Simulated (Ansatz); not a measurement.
Base system: PbO (space group P4/nmm, No. 129; layered, stacked along the Cartesian z axis).

```
PbO
1.0
    4.03431     0.00000     0.00000
    0.00000     4.03431     0.00000
    0.00000     0.00000     4.99475
Pb O
2 2
Cartesian
  2.01716   0.00000   1.18717
  0.00000   2.01716   3.80758
  2.01716   2.01716   0.00000
  0.00000   0.00000   0.00000
```

All numbers come from DFT with PBE-D3(BJ), PAW potentials and a 420 eV plane-wave cutoff in Ansatz (a program for electronic structure), no spin-orbit coupling.

Base values:

The shortest interatomic distance is 4.423 bohr and the In-plane lattice parameter a is 7.624 bohr.

Perturbation: a free-standing slab of 3 layers (12 atoms, 4 a layer) is cut normal to the stacking axis, with 15 Å of vacuum and the in-plane cell relaxed.

How does this affect the shortest interatomic distance, excess energy per area of both faces and in-plane lattice parameter a?

The shortest interatomic distance is nearly the same (4.423 bohr against 4.420 bohr); the excess energy per area of both faces (slab less bulk energy over the cell's area: twice a surface energy) amounts to 0.42 J/m²; the in-plane lattice parameter a falls by 0.0175 bohr to 7.606 bohr.

The excess energy carries the mismatch between the slab's and the bulk's meshes. Whether these cells are dynamically stable was not tested. The D3 term's C6 switches between coordination references near this geometry, which can add small steps to energies.
